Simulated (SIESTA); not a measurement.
**A series of runs on KCSN (Ima2, 8 atoms in the cell)**

```
KCSN
1.0
   -3.95524     3.37948     3.37539
    3.95524    -3.37948     3.37539
    3.95524     3.37948    -3.37539
K C S N
2 2 2 2
Direct
  0.25026   0.25026   0.00000
  0.25026   0.75026   0.50000
  0.79613   0.52330   0.77283
  0.75047   0.02330   0.22717
  0.45207   0.35165   0.60042
  0.75123   0.85165   0.39958
  0.04459   0.64900   0.89559
  0.75341   0.14900   0.10441
```

Base run A: SIESTA 5.4.2 with LDA PW92, numerical atomic orbitals DZP, PseudoDojo LDA standard norm-conserving potentials (rewritten from UPF to PSML), self-consistent single point.

Its settings: XC.functional = LDA; XC.authors = PW92; potentials = PseudoDojo LDA standard; PAO.BasisSize = DZP; PAO.EnergyShift = 0.005 Ry; MeshCutoff = 300 Ry; kgrid.MonkhorstPack = 4 4 4; OccupationFunction = FD; ElectronicTemperature = 10 K; MaxSCFIterations = 150; SCF.Mixer.Method = Broyden; SCF.Mixer.Weight = 0.25; SCF.Mixer.History = 6; SCF.DM.Tolerance = 1.0E-05.

The starting cell comes from a database of computed structures (which also holds hypothetical and non-ambient phases and stackings), without a prior relaxation at this level. Values carry the incompleteness of an atom-centred basis. The basis of the alkali or alkaline-earth atoms may lack their empty d shell, which can raise the gap. In the base run, forces exceed 1 eV/Å.

ΔF is the free energy per atom less that of run A. A dash stands where there is no value to compare (another energy zero or no entropy term, no result, no spin, no clean gap, or a mesh too coarse for one). 

Runs B, C sample the zone with one or two k-points, far too few for so small a cell.

```tsv
run	kgrid.MonkhorstPack	ΔF (meV/atom)	pressure (GPa)	largest force (eV/Å)	gap on the mesh (eV)	k-points
A	4 4 4	0.00	-0.02	2.246	3.943	44
B	1 1 1	18.6	-0.67	2.309	–	1
C	1 1 1 shifted by 0.5 0.5 0.5	24.5	0.93	1.714	–	1
D	2 2 2	1.63	0.03	2.238	3.941	8
E	2 2 2 shifted by 0.5 0.5 0.5	-0.63	-0.08	2.257	4.440	4
F	3 3 3	-0.05	-0.03	2.246	3.956	14
G	3 3 3 shifted by 0.5 0.5 0.5	0.12	-0.02	2.246	4.232	18
H	4 4 4 shifted by 0.5 0.5 0.5	-0.04	-0.02	2.246	4.128	32
I	4 4 4 shifted by 0.0 0.0 0.5	-0.04	-0.02	2.246	4.096	32
```

Run E against A: The free energy stays essentially unchanged (within 1 meV/atom), the pressure moves little (-0.02 to -0.08 GPa), the largest force goes from 2.246 to 2.257 eV/Å and the gap on the mesh goes from 3.943 to 4.440 eV.

Run F against A: The free energy hardly moves (within 1 meV/atom), the pressure moves little (-0.02 to -0.03 GPa), the largest force stays at 2.246 eV/Å and the gap on the mesh goes from 3.943 to 3.956 eV.

Run H against A: The free energy hardly moves (within 1 meV/atom), the pressure stays at -0.02 GPa, the largest force stays at 2.246 eV/Å and the gap on the mesh goes from 3.943 to 4.128 eV.
